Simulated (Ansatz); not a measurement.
The reference is BiSb in the CsCl type structure (space group Pm-3m, No. 221; a = 3.894 Å; a hypothetical phase, not in the database extracts checked; relaxed with 0.1 eV smearing). Axes: x, y, z lie along the cube axes.

Level of theory: PBE, PAW, 420 eV (Ansatz, an electronic-structure program; no spin-orbit coupling).

The change: strain tensor (xx, yy, zz, yz, xz, xy) = (+1.32, +1.31, +1.40, −0.70, −0.05, +2.27) %; the atoms relax in the strained cell.

Estimate the effect on the energy relative to the base and stress.

The energy grows by 12 meV/atom; the stress (xx, yy, zz, yz, xz, xy; compression positive) amounts to (-2.0, -2.0, -1.9, 0.2, -0.1, -0.8) GPa.

No phonon test of stability was made. The final runs are not spin-polarised.
